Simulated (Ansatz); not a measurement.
# zincblende GaAs (F-43m) under uniaxial stress along [111]

Cell and atoms are relaxed with PBEsol to each stress (compression positive); bands and masses by PBEsol with spin-orbit coupling, rigid bands (plane waves, PAW; Ansatz, an electronic-structure program). Strains are changes of length against the unloaded cell.

```xyz
2
Lattice="0.0000 2.8293 2.8293 2.8293 0.0000 2.8293 2.8293 2.8293 0.0000" Properties=species:S:1:pos:R:3 pbc="T T T"
Ga     0.0000     0.0000     0.0000
As     1.4147     1.4147     1.4147
```

```tsv
stress (GPa)	strain [111] (%)	strain [1−10] (%)	gap (eV)	mean mₑ*
-1.00	0.77	-0.14	0.255	-
0	0	0	0.316	-
1.00	-0.76	0.14	0.322	-
2.00	-1.51	0.30	0.320	-
```

[111] is the direction of the load; [11−2] strains as [1−10]. Masses are conductivity masses at 300 K in electron masses, harmonic means over x, y and z.

Q: From the two loads next to zero, find the Young modulus and the ratio of transverse to axial strain.

A: Between -1.00 and 1.00 GPa the strain along [111] changes by -1.53 % and that along [1−10] by 0.28 %. The modulus is 2.00/0.0153 = 131 GPa and the ratio of the strains 0.18 (PBEsol, atoms relaxed).

Q: How fast does the gap move on either side of zero load?

A: Under tension, (0.255 − 0.316) eV over -1.00 GPa = 61 meV/GPa, or about -7.9 eV per unit strain; under compression, (0.320 − 0.316) eV over 2.00 GPa = 2 meV/GPa, or about -0.3 eV per unit strain. The two slopes part by 59 meV/GPa; gaps are resolved to about 0.01 eV, which allows 15 meV/GPa, so they differ.

Masses are those of dilute carriers in rigid bands with one relaxation time, without polarons. Third decimals of gaps are kept for the arithmetic. Every relaxation keeps the zincblende phase (space group R3m under this load), so a transition, a distortion that breaks the symmetry or fracture can't show.
